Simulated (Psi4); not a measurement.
Psi4 1.11, unrestricted PBE0/def2-svpd: Cu(Br)(OMe) (C[O][Cu][Br]), charge 0, multiplicity 2, 7 atoms. The geometry is a generated start, not checked to be a minimum at this level.

```json
{
 "task": "energy",
 "method": "pbe0",
 "basis": "def2-svpd",
 "memory": "3 GB",
 "maxiter": "100",
 "keys_of_the_molecule_block": "symmetry c1",
 "scf_type": "df (default)",
 "e_convergence": "1e-06 (default)",
 "d_convergence": "1e-06 (default)",
 "dft_radial_points": "75 (default)",
 "dft_spherical_points": "302 (default)",
 "basis_functions": "142",
 "grid_points": "152107"
}
```

```xyz
7

Cu     0.5087     1.4722     0.7501
Br     0.7924     3.6172     0.7656
O      0.2747    -0.2179     0.6152
C     -0.2758    -1.0436    -0.3322
H      0.2000    -0.8997    -1.3138
H     -0.1478    -2.0902    -0.0281
H     -1.3523    -0.8381    -0.4567
```

Charge 0 and multiplicity 2 are set for this test and not shown to be the ground state.

With the defaults (guess = auto, which took SAD, diis = true, scf_initial_accelerator = adiis, damping_percentage = 0, diis_max_vecs = 10) it converges in 15 SCF iterations. One run each on 2 threads, with these changes:
- guess = core
- guess = gwh
- diis_max_vecs = 3
- diis = false, scf_initial_accelerator = none, damping_percentage = 60
- guess = huckel
- scf_initial_accelerator = none
- guess = sadno
- guess = sap
- guess = modhuckel

Q: Which runs fail or end elsewhere than the default run?

A: No convergence: diis = false, scf_initial_accelerator = none, damping_percentage = 60 (the run ends without SCF convergence in 100 iterations). Another solution: guess = huckel (130 meV higher); guess = modhuckel (130 meV higher). The rest reach the solution of the defaults.

| setting | SCF iterations | end |
|---|---|---|
| the defaults | 15 | same solution |
| scf_initial_accelerator = none | 15 | same solution |
| guess = sap | 19 | same solution |
| diis_max_vecs = 3 | 20 | same solution |
| guess = sadno | 22 | same solution |
| guess = gwh | 26 | same solution |
| guess = core | 36 | same solution |
| guess = huckel | 25 | other solution, 130 meV higher |
| guess = modhuckel | 25 | other solution, 130 meV higher |
| diis = false, scf_initial_accelerator = none, damping_percentage = 60 | 100 | no convergence |

1 further run of the study ended by our limits or in an error and is left out.
